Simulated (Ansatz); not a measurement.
Base system: CdSe in the zinc blende structure (space group F-43m, No. 216).

```yaml
crystal:
  lattice:
    - [0.00000, 3.09821, 3.09821]
    - [3.09821, 0.00000, 3.09821]
    - [3.09821, 3.09821, 0.00000]
  atoms:
    - { symbol: Cd, position: [0.00000, 0.00000, 0.00000] }
    - { symbol: Se, position: [0.25000, 0.25000, 0.25000] }
```

Cartesian axes are those of the cell as printed.

The values are results of Ansatz (an electronic-structure program) PBE, without spin-orbit coupling, not measurements.

Perturbation: an isotropic linear strain of −1.50 %; the atoms relax in the strained cell.

Task: Predict the stress tensor and what it implies for the stiffness.

Result: Stress of the strained cell less that of the base (GPa, compression positive):
```
   2.25    0.00    0.00
   0.00    2.25    0.00
   0.00    0.00    2.25
```

Then B = −ΔP/(ΔV/V₀) with ΔV/V₀ = -0.0443 gives secant stiffness values (nonlinear terms included at this strain): B ≈ 51 GPa.

As a check, the harmonic strain energy −½ V₀ Δσ:ε is 9.4 meV/atom; the computed energy rise is 8.8 meV/atom.

No phonon test of stability was made.
